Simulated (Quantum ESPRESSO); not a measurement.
Input and output of a self-consistent single point for As (P-1, 2 atoms in the cell) (Quantum ESPRESSO).

Level of theory: PBE, SSSP 1.1.2 precision (PBE) pseudopotentials (plane waves; Quantum ESPRESSO).

The change in words: lattice scaled by 0.98. Reference geometry:
```
As
1.0
    1.87741     1.08392     3.70434
   -1.87741     1.08392     3.70434
    0.00000    -2.16785     3.70434
As
2
Direct
  0.21578   0.22546   0.22706
  0.78422   0.77454   0.77294
```

Reference input (self-consistent single point, DFT, PBE, plane waves, SSSP 1.1.2 precision (PBE) pseudopotentials): ecutwfc = 45 Ry; ecutrho = 360 Ry; occupations = smearing; smearing = fermi-dirac; degauss = 0.0073499 Ry; potentials = {As: As.pbe-n-rrkjus_psl.0.2.UPF}; K_POINTS = automatic 7 7 7 0 0 0; conv_thr = 1e-10 Ry. This run's input differs from it in these lines:

```diff
@@ -25,4 +25,4 @@
 ATOMIC_POSITIONS {angstrom}
-As   -0.0181658192   -0.0139674318    2.4756084171
-As    0.0181658192    0.0139674318    8.6374025829
+As   -0.0178025047   -0.0136878620    2.4260960750
+As    0.0178025047    0.0136888620    8.4646539250
 K_POINTS {automatic}
@@ -30,5 +30,5 @@
 CELL_PARAMETERS {angstrom}
-   1.8774100000     1.0839230000     3.7043370000
-  -1.8774100000     1.0839230000     3.7043370000
-   0.0000000000    -2.1678460000     3.7043370000
+   1.8398620000     1.0622450000     3.6302500000
+  -1.8398620000     1.0622450000     3.6302500000
+   0.0000000000    -2.1244890000     3.6302500000
```

Output (repeated stretches shortened):

```
     Self-consistent Calculation

     iteration #  1     ecut=    45.00 Ry     beta= 0.70

---- Real-time Memory Report at c_bands before calling an iterative solver
            87 MiB given to the printing process from OS
            61 MiB allocation reported by mallinfo(arena+hblkhd)
------------------

     Threshold (ethr) on eigenvalues was too large:
     Diagonalizing with lowered threshold

---- Real-time Memory Report at c_bands before calling an iterative solver
           113 MiB given to the printing process from OS
            84 MiB allocation reported by mallinfo(arena+hblkhd)
------------------

   [... lines left out ...]

---- Real-time Memory Report at c_bands before calling an iterative solver
           115 MiB given to the printing process from OS
            86 MiB allocation reported by mallinfo(arena+hblkhd)
------------------

     total energy              =     -36.39213064 Ry
     estimated scf accuracy    <          1.1E-09 Ry

     iteration #  7     ecut=    45.00 Ry     beta= 0.70

---- Real-time Memory Report at c_bands before calling an iterative solver
           115 MiB given to the printing process from OS
            86 MiB allocation reported by mallinfo(arena+hblkhd)
------------------
     End of self-consistent calculation

     the Fermi energy is     7.9180 ev

!    total energy              =     -36.39213064 Ry
     estimated scf accuracy    <          9.1E-12 Ry
     smearing contrib. (-TS)   =      -0.00040799 Ry
     internal energy E=F+TS    =     -36.39172265 Ry

     convergence has been achieved in   7 iterations

     Forces acting on atoms (cartesian axes, Ry/au):

     atom    1 type  1   force =     0.01043574    0.00830075    0.04402262
     atom    2 type  1   force =    -0.01043574   -0.00830075   -0.04402262

     Total force =     0.065051     Total SCF correction =     0.000001

          total   stress  (Ry/bohr**3)                   (kbar)     P=       80.62
   0.00057572  -0.00004456   0.00008137           84.69       -6.55       11.97
  -0.00004456   0.00064661   0.00006423           -6.55       95.12        9.45
   0.00008137   0.00006423   0.00042180           11.97        9.45       62.05

   JOB DONE.
```

The run converged in 7 iterations. Against the reference run the free energy goes up by 43.9 meV/atom, the pressure goes from 2.77 to 8.06 GPa and the largest force goes from 0.690 to 1.183 eV/Å.

The starting cell comes from a database of computed structures (which also holds hypothetical and non-ambient phases and stackings), without a prior relaxation at this level. Its atoms were displaced at random from the sites of space group no. 166. For this run, on top of that: lattice scaled by 0.98. With a pressure of about 8 GPa the cell is away from its equilibrium volume at this level. Forces in this geometry exceed 1 eV/Å.

Cost on one core of a shared machine: roughly 40 s.
